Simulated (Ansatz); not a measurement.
For Ga₂O₃ (model structure, started from the Bi2Te3 type, R-3m, No. 166, 5 atoms in the cell), PBEsol in Ansatz (PAW) gives:

| Property | Result |
|---|---|
| lattice parameter a | 2.988 Å |
| c axis length | 22.809 Å |
| bulk modulus B0 | 3.84 GPa |
| cohesive energy | 5.04 eV/atom |
| band gap | 2.84 eV |

**Question.** What does r²SCAN (Ansatz, a first-principles code, PAW) give for the same quantities?

**Answer.** 
- lattice constant a: 2.985 Å (drops by 0.1 %)
- lattice parameter c: 21.445 Å (drops by 6.0 %)
- bulk modulus: 25.2 GPa (grows by 560 %)
- cohesive energy: 4.74 eV/atom (decreases by 0.30 eV/atom)
- band gap: 3.33 eV (increases by 0.49 eV)

Changes are worked out from the printed values.

Unless a cell is named, each level is at its own relaxed cell (PBEsol 11.76, r²SCAN 11.03 Å³/atom).

Spin–orbit coupling is included only where a level's name says +SOC; with heavier elements it mostly lowers gaps and can invert bands. Density-functional gaps are differences of (generalised) Kohn–Sham levels.

Caveats: the bulk modulus is −V dP/dV from two relaxed cells at ±2 % in volume (PBEsol, r²SCAN). Ansatz's density-functional and Hartree–Fock values are scalar-relativistic unless marked +SOC, with PAW data made under PBE.

A model structure was made by putting elements into a prototype or built by hand; it is no filed structure, need not be a known phase, and can be a saddle point held by its symmetry.
